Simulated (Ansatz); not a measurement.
Worked example: relaxation of cell and atoms of LaRu2 (Fd-3m, 6 atoms in the cell) in Ansatz (a program for electronic structure).

Level of theory: PBEsol, default PAW files made with PBE (plane waves; Ansatz).

The change in words: atoms on their sites; basis.ecutwfc: 30.9 Ry → 15.4 Ry; relax: default → cell and atoms. Reference geometry:
```yaml
crystal:
  lattice:
    - [0.00000, 3.85176, 3.85176]
    - [3.85176, 0.00000, 3.85176]
    - [3.85176, 3.85176, 0.00000]
  atoms:
    - { symbol: La, position: [0.25375, 0.25375, 0.25375] }
    - { symbol: La, position: [0.00000, 0.00000, 0.00000] }
    - { symbol: Ru, position: [0.62500, 0.62500, 0.12500] }
    - { symbol: Ru, position: [0.62500, 0.12500, 0.62500] }
    - { symbol: Ru, position: [0.62500, 0.62500, 0.62500] }
    - { symbol: Ru, position: [0.12500, 0.62500, 0.62500] }
```

Reference input (self-consistent single point, DFT, PBEsol, plane waves, default PAW files made with PBE): basis.ecutwfc = 30.9 Ry; kpoints.mp_grid.grid = 4 4 4; hamiltonian.xc = pbesol; hamiltonian.pseudopotentials = {kind: paw} (the program's default PAW files); scf.occupations.method = gaussian; scf.occupations.width = 0.0073 Ry. This run's input differs from it in these lines:

Ansatz 0.2 input:
```diff
@@ -7,3 +7,3 @@
   atoms:
-    - { symbol: La, position: [0.253747, 0.253747, 0.253747] }
+    - { symbol: La, position: [0.250000, 0.250000, 0.250000] }
     - { symbol: La, position: [0.000000, 0.000000, 0.000000] }
@@ -14,3 +14,3 @@
 basis:
-  ecutwfc: 30.9 Ry
+  ecutwfc: 15.4 Ry
 kpoints:
@@ -26,2 +26,4 @@
     width: 0.0073 Ry
+relax:
+  cell: {}
 output:
```

Output, abridged:

```
   [... SCF lines of the steps left out ...]
relax step   1: F+E_penalty+E_count = -35560.43899312 eV  Δ(F+E_penalty+E_count) = +0.000e0 eV  max|allowed force component| = 7.710e-19 eV/Å  Δτ_max = 0.0000 Å  P = -1.962 GPa  Ω = 114.290 Å³  (8 SCF iters, dr2 threshold 1.00e-7 eV, accepted)
relax step   2: F+E_penalty+E_count = -35564.74898843 eV  Δ(F+E_penalty+E_count) = -4.310e0 eV  max|allowed force component| = 8.770e-18 eV/Å  Δτ_max = 0.0000 Å  P = +26.574 GPa  Ω = 110.553 Å³  energy of the carried Pulay correction = +4.595e0 eV  [...]
   [... lines left out ...]
relax step 120: F+E_penalty+E_count = -35560.17106671 eV  Δ(F+E_penalty+E_count) = +1.705e-1 eV  max|allowed force component| = 4.240e-18 eV/Å  Δτ_max = 0.0000 Å  P = -0.015 GPa  Ω = 112.014 Å³  energy of the carried Pulay correction = -1.710e-1 eV  [...]
relax step 121: F+E_penalty+E_count = -35560.95452978 eV  Δ(F+E_penalty+E_count) = -7.835e-1 eV  max|allowed force component| = 4.867e-18 eV/Å  Δτ_max = 0.0000 Å  P = -0.462 GPa  Ω = 112.014 Å³  stress off target by 4.62e-1 GPa  SCF on the basis [...]
basis re-selected at this cell: Δ(F+E_penalty+E_count) = -7.835e-1 eV, ΔP = -0.447 GPa vs the last step
   [... lines left out ...]
Free energy (F): -35560.954530 eV
Fermi energy:    18.298429 eV
Error: variable-cell relaxation did not converge after 121 `relax_step` rows, as none of its last 57 fresh-basis SCF(s) at a relaxed cell met both thresholds with a finite energy. The last misses `relax.cell.stress_tol`: largest allowed force component 4.87e-18 eV/Å (`relax.f_tol` 1.00e-2 eV/Å), stress off the target on the free part of the cell 4.62e-1 GPa (`relax.cell.stress_tol` 5.00e-2 GPa), F+E_penalty+E_count -35560.95452978 eV. The closest is row 27, whose structure comes with this error. Larger ratio of force or stress to its threshold at each such SCF whose figures are numbers: 48.641, 49.650, 26.804, 17.444, 18.358, 21.221, 24.341, 27.762, 31.374, 7.658, 8.517, 9.495, [...]
   [... lines left out ...]
to start a new deck from the relaxed geometry:
  cell:  # Å, volume = 112.1062 Å³
    - [-1.578769174960158e-33, 3.8270711315195665, 3.8270711315195665]
    - [3.8270711315195665, -1.1521312929048393e-33, 3.8270711315195665]
    - [3.8270711315195665, 3.8270711315195665, 2.8333055034479964e-34]
  atoms:
    - { symbol: La, position: [0.25, 0.25, 0.25] }
    - { symbol: La, position: [2.081567242273086e-35, -2.092212905136006e-35, 2.704801196130409e-35] }
    - { symbol: Ru, position: [0.6250000000000001, 0.6250000000000001, 0.12499999999999989] }
    - { symbol: Ru, position: [0.6250000000000001, 0.12499999999999989, 0.625] }
    - { symbol: Ru, position: [0.6250000000000001, 0.6250000000000001, 0.6250000000000001] }
    - { symbol: Ru, position: [0.12499999999999989, 0.6250000000000001, 0.625] }
```

The relaxation ended unconverged.  The full log also holds: “iter 4 did not close the SCF: its close was put off for the readings that it lacked (scf_convergence_deferred on its scf_iter line)”. The full log also holds: “iter 5 did not close the SCF: its close was put off for the readings that it lacked (scf_convergence_deferred on its scf_iter line)”.

The starting cell comes from a database of computed structures (which also holds hypothetical and non-ambient phases and stackings), without a prior relaxation at this level. Its lattice was rescaled by up to half a per cent. The cutoff lies below the one recommended for these files.

Cost on one core of a shared machine: roughly 3 min.
